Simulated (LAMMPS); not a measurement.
System: Si (diamond structure), 1728 atoms, at 1010 K and 5 GPa, heated as the crystal.

Level of theory: classical MD, pair style tersoff, file Si.tersoff, run in LAMMPS.

state found: crystal; no diffusion seen in 30 ps
density: 2.4819 ± 0.0003 g/cm³
volume per atom: 18.790 ± 0.002 Å³/atom
enthalpy per atom: -3.7613 ± 0.0005 eV/atom
first peak of g(r): 2.32 Å, height 4.8
coordination number: 4.00 (counted to 2.90 Å)
most common Si-Si-Si angle: at the 3° bin centred on 106.5°, after smoothing over three bins (mean of all 109°)
mean frequency of the vibrational (phonon) density of states: 9.9 THz
cost: about 7 core-minutes (a rough figure)

Potential: file Si.tersoff of the LAMMPS distribution; its header cites Tersoff, Phys Rev B, 37, 6991 (1988).

Caution: a run this short can hold a crystal over, or a liquid under, the potential's own melting point, which these runs don't give.

States go by the mean squared displacement: a species diffuses where it passes 1.5 Å², still rises and gives D over 1e-6 cm²/s; a crystal has left its structure where atoms lie 0.35 Å off their sites on average or a cubic box changes its shape by 3 %, or the axial ratios of another lie 8 % off the starting cell's, which the potential's own relaxation can also do.

Errors shown are sampling errors alone.

```csv
frequency (THz),vibrational (phonon) density of states (1/THz)
0.1540,0.0023
0.7710,0.0182
1.388,0.0549
2.004,0.1365
2.621,0.1474
3.237,0.0898
3.854,0.0472
4.471,0.0268
5.088,0.0209
5.704,0.0170
6.321,0.0171
6.938,0.0216
7.554,0.0254
8.171,0.0304
8.787,0.0430
9.404,0.0395
10.02,0.0376
10.64,0.0323
11.25,0.0349
11.87,0.0446
12.49,0.0512
13.10,0.0558
13.72,0.0650
14.34,0.0888
14.95,0.1267
15.57,0.1317
16.19,0.0836
16.80,0.0410
17.42,0.0213
18.04,0.0128
18.65,0.0085
19.27,0.0060
19.89,0.0045
20.50,0.0037
21.12,0.0033
21.74,0.0030
22.35,0.0029
22.97,0.0027
23.59,0.0025
24.20,0.0023
24.82,0.0021
25.44,0.0018
26.05,0.0016
26.67,0.0015
27.29,0.0014
27.90,0.0012
28.52,0.0011
29.14,0.0010
29.75,0.0009
30.37,0.0008
```
